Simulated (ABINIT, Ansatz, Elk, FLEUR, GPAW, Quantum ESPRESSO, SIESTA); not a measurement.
**Code comparison for WC (P-6m2, 2 atoms in the cell)**

Self-consistent single point, at a second geometry (lattice scaled by 0.98). First geometry:

```xyz
2
Lattice="2.9075 0.0000 0.0000 -1.4538 2.5180 0.0000 0.0000 0.0000 2.8306" Properties=species:S:1:pos:R:3 pbc="T T T"
W      0.0000     0.0000     0.0000
C      1.4538     0.8393     1.4153
```

Shared settings, as Ansatz (a quantum-chemistry and plane-wave program) writes them: kpoints.mp_grid.grid = 13 13 12; scf.occupations.method = fermi_dirac; scf.occupations.width = 0.136 eV. Potentials and cutoffs stand in the table.

| code | model | ΔF from the first geometry (meV/atom) | cutoff |
|---|---|---|---|
| SIESTA | GGA PBE, numerical atomic orbitals DZP, PseudoDojo PBE standard norm-conserving potentials (rewritten from UPF to PSML) | 87.8 | grid 400 Ry |
| Ansatz | PBE, PAW files | 75.4 | default |
| FLEUR | PBE, all-electron FLAPW (FLEUR), scalar-relativistic valence | 79.6 | Kmax 4.3 1/bohr |
| Quantum ESPRESSO | PBE, PseudoDojo standard norm-conserving (PBE) pseudopotentials | 76.2 | 85 Ry |
| GPAW | PBE, GPAW PAW datasets PBE (gpaw-data 1.0.1) | 75.2 | 900 eV |
| ABINIT | PBE, PAW (JTH v2.0 PBE PAW) | 79.6 | 21 Ha |
| Elk | PBE, all-electron FP-LAPW, Elk's shipped species files, APW+lo basis with extra local orbitals | 87.0 | rgkmax 8 |

For ABINIT (by 0.5 GPa) the energy change implies a higher mean pressure, against the two pressures, than for the other programs: a sign of finite-basis (Pulay) stress.

On Ansatz's run: spin-orbit coupling is off. Spin polarisation is off.

The spread over the programs that give each value: ΔF from the first geometry within 12.6 meV/atom.

SIESTA uses small atom-centred bases, whose incompleteness enters pressures, forces and empty levels differently from a plane-wave cutoff. FLEUR and Elk treat all electrons, but the usual bases taken here (sphere radii, linearisation, local orbitals, empty states) were not tested for convergence, so the values are no reference for the others. In the pressure, SIESTA (by 3.95) lies more than 1 GPa from the median of the plane-wave programs.

The starting cell comes from a database of computed structures (which also holds hypothetical and non-ambient phases and stackings), without a prior relaxation at this level. Its lattice was rescaled by a random factor within 2.5 % of one. For this run, on top of that: lattice scaled by 0.98.

Keys are those of Ansatz 0.2.
